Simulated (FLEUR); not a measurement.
Worked example: self-consistent single point of YSi₃Ir (I4mm, 5 atoms in the cell) in FLEUR.

Method of the run: PBEsol, all-electron FLAPW (FLEUR), scalar-relativistic valence in FLEUR.

The change in words: lattice scaled by 0.98. Reference geometry:
```yaml
crystal:
  lattice:
    - [-2.13281, 2.13281, 4.99720]
    - [2.13281, -2.13281, 4.99720]
    - [2.13281, 2.13281, -4.99720]
  atoms:
    - { symbol: Y, position: [0.99834, 0.99834, 0.00000] }
    - { symbol: Si, position: [0.41432, 0.41432, 0.00000] }
    - { symbol: Si, position: [0.26467, 0.76467, 0.50000] }
    - { symbol: Si, position: [0.76467, 0.26467, 0.50000] }
    - { symbol: Ir, position: [0.65201, 0.65201, 0.00000] }
```

Reference input (self-consistent single point, DFT, PBEsol, all-electron FLAPW (FLEUR), scalar-relativistic valence): Kmax = 4 1/bohr; GmaxXC = 12 1/bohr; xcFunctional = PBEs; jspins = 1; l_soc = F; mode = hist; fermiSmearingEnergy = 0.00367493 Htr; mesh (inpgen div1-3) = 9 9 9; inpgen gamma flag = false; Gmax = 12 1/bohr; numbands = 0; maxIterBroyd = 15. This run's input differs from it in these lines:

```diff
@@ -3,5 +3,5 @@
 &input film=f /
--4.0304267759 4.0304267759 9.4433469489
-4.0304267759 -4.0304267759 9.4433469489
-4.0304267759 4.0304267759 -9.4433469489
+-3.9498186183 3.9498186183 9.2544801611
+3.9498186183 -3.9498186183 9.2544801611
+3.9498186183 3.9498186183 -9.2544801611
 1.0
@@ -47,5 +47,5 @@
          <bravaisMatrix>
-            <row-1>   -4.0304267758999996     4.0304267758999996     9.4433469489000004</row-1>
-            <row-2>    4.0304267758999996    -4.0304267758999996     9.4433469489000004</row-2>
-            <row-3>    4.0304267758999996     4.0304267758999996    -9.4433469489000004</row-3>
+            <row-1>   -3.9498186183000001     3.9498186183000001     9.2544801611000000</row-1>
+            <row-2>    3.9498186183000001    -3.9498186183000001     9.2544801611000000</row-2>
+            <row-3>    3.9498186183000001     3.9498186183000001    -9.2544801611000000</row-3>
          </bravaisMatrix>
```

Log, with long lists cut:

```
 Iteration:     1   Distance:       8.61504534 me/bohr^3
 Iteration:     2   Distance:       7.95300875 me/bohr^3
 Iteration:     3   Distance:       5.55528960 me/bohr^3
 Iteration:     4   Distance:       3.30687410 me/bohr^3
 Iteration:     5   Distance:       3.08772449 me/bohr^3
   [... 13 lines left out ...]
 Iteration:    19   Distance:       0.00011604 me/bohr^3
 Iteration:    20   Distance:       0.00003998 me/bohr^3
 Iteration:    21   Distance:       0.00002878 me/bohr^3
 Iteration:    22   Distance:       0.00000941 me/bohr^3
 Reset of history
 Run finished successfully
 Stop message:
   Structural relaxation: new displacements generated

[file out, last iteration]
             iter=     23
[...]
          total density-effective poten   -3.8128225230E+04
          total charge density-energy d   -5.1301991445E+02
 Updated energy parameters for spin:           1
[...]
 fermi energy and band-weighting factors:

[...]
FERMIE:
          first approx. to ef    (T=0)  :   0.396508 htr   (energy of the highest occ. eigenvalue)
          number of occ. states  (T=0)  :       1420
          first approx. to seigv (T=0)  :  -8.214854 htr
          sum of weights of occ. states :  19.004115
          sum of semicore charge        :   0.000000 e
FERHIS:  Fermi-Energy by histogram:
          bandgap                     :   0.001083 htr
   [... lines left out ...]
          charge neutrality (T=0)     :   0.008230    (zero if the highest occ. eigenvalue is "entirely" occupied)
     EF_NEWTON:  Adjust Fermi-Energy by Newton-Method.
 Direct bandgap for spin            1 :    8.8186211626700706E-003  Htr
 ---->    free energy=                    -22105.5395526021 htr
   [... lines left out ...]
 TOTAL FORCE FOR ATOM TYPE=  2  X=  0.000   Y=  0.000   Z=  7.669
                       FX_TOT= 0.000000 FY_TOT= 0.000000 FZ_TOT= 0.000998
 TOTAL FORCE FOR ATOM TYPE=  3  X=  0.000   Y=  3.950   Z= -4.356
                       FX_TOT= 0.000000 FY_TOT= 0.000000 FZ_TOT=-0.000731
 TOTAL FORCE FOR ATOM TYPE=  4  X=  0.000   Y=  0.000   Z= -6.441
                       FX_TOT= 0.000000 FY_TOT= 0.000000 FZ_TOT= 0.001183
```

The run converged in 22 iterations. FLEUR gives forces in its relaxation mode, with a further iteration, so its stop message speaks of a relaxation. Against the reference run the free energy goes down by 42.2 meV/atom.

The starting cell comes from a database of computed structures (which also holds hypothetical and non-ambient phases and stackings), without a prior relaxation at this level. Its lattice was rescaled by a random factor within 2.5 % of one. For this run, on top of that: lattice scaled by 0.98. Spin-orbit coupling is off. Spin polarisation is off. Values depend on the basis (sphere radii, cutoffs, local orbitals), which need not be converged. The log's line on a gap gives a spacing of levels on this mesh, which the program prints for metals too.

Cost on one core of a shared machine: roughly 8 min.
